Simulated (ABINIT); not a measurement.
**Pressure against volume in AlB2-type HfB2 (space group 191) (ABINIT, PBEsol)**

```
HfB2
1.0
    3.04883     0.00000     0.00000
   -1.52442     2.64037     0.00000
    0.00000     0.00000     3.37896
Hf B
1 2
Cartesian
  0.00000   0.00000   0.00000
  1.52442   0.88012   1.68948
  0.00000   1.76024   1.68948
```

Method: PBEsol, norm-conserving pseudopotentials (PseudoDojo nc-sr-04 PBEsol standard) (plane waves; ABINIT). Settings: pseudos = [Hf.upf, B.upf]; ecut = 98 Ry; occopt = 3; tsmear = 0.05 eV; ngkpt = 19 19 14; nshiftk = 1; shiftk = 0 0 0; potentials = PseudoDojo nc-sr-04 PBEsol standard; nband = 14; kptopt = 1; nstep = 60; tolvrs = 1e-10. The cell above is the first row's. The rows scale it uniformly. In all rows fractional positions and the k mesh are held.

| V (Å^3/atom) | P (GPa) |
|---|---|
| 9.067 | 22.48 |
| 9.264 | 15.31 |
| 9.461 | 8.82 |
| 9.658 | 2.94 |
| 9.855 | -2.39 |
| 10.052 | -7.22 |
| 10.250 | -11.60 |
| 10.447 | -15.57 |
| 10.644 | ? |

Problem. Using a cubic, estimate the missing P at V = 10.644 from the other rows, showing the fit.

Solution. With u = V - 9.8, the rows have u = -0.7330, -0.5360, -0.3390, -0.1420, 0.0550, 0.2520, 0.4500, 0.6470. Least squares gives P = -0.958 - 26.4372·u + 6.7028·u² - 1.1563·u³. Residuals (row less fit): 0.003, -0.006, 0.000, 0.005, 0.002, -0.007, 0.003, 0.000; standard error 0.006 (degrees of freedom: 4). The fitted pressure is zero at V0 = 9.764, where dP/dV = -26.92, so B0 = -V0·dP/dV = 263 GPa. At the withheld row, u = 0.8440, so P = -0.958 - 26.4372 × 0.8440 + 6.7028 × 0.8440² - 1.1563 × 0.8440³ = -19.192 GPa. The calculation gives -19.17 GPa, 0.022 GPa above the prediction (0.1 % of the range of P in the table). The row lies outside the fitted rows, so this is an extrapolation. From the scatter of the fitted rows alone, a prediction at this place has a standard error of 0.015 GPa, so the miss is 1.4 times that.

Carrying the step between the two nearest rows on in a straight line would have given -19.54, off by 0.37; series whose last step already gives the withheld value aren't shown. The scan was laid around a cell of about the measured size, scaled by a guess for this functional; axis ratios and inner coordinates come from that cell. The runs keep the symmetry of the cell, so they don't test it for distortions. Spin-orbit coupling is off. The shape of the cell and the inner coordinates aren't relaxed, so V0 and B0 belong to this uniform scaling; a relaxed crystal lies no higher in energy and is usually softer. Cutoffs and mesh are single choices, not tested for convergence of this quantity. Series with a scatter that would blur these digits, or in which a gap closes, are not shown.
